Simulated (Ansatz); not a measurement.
A hypothetical phase is included: elements placed on a structure type, which no database files for this compound.

By PBEsol, the system below comes out a metal.

The ballistic (Sharvin) conductance counts the channels at the Fermi level: G/A = (e²/h) × channels of both spins per area.

Consider the following.

```
Mo
1.0
    2.57787     0.00000     0.00000
    0.00000     3.64566     0.00000
    0.00000     1.82283     1.82283
Mo
1
Direct
  0.00000   0.00000   0.00000
```

The cell was relaxed by PBE-D3(BJ); by PBEsol it stands under a pressure of -1.5 GPa.

The current flows along the normal of the first two printed cell vectors, the (110) plane of the conventional cell. No spin-orbit coupling; the value is a mean over 0.1 eV about the Fermi level.

State the ballistic conductance per area according to PBEsol run with Ansatz (a quantum-chemistry and plane-wave program).

2.1 × 10¹⁵ S/m² for both spins.
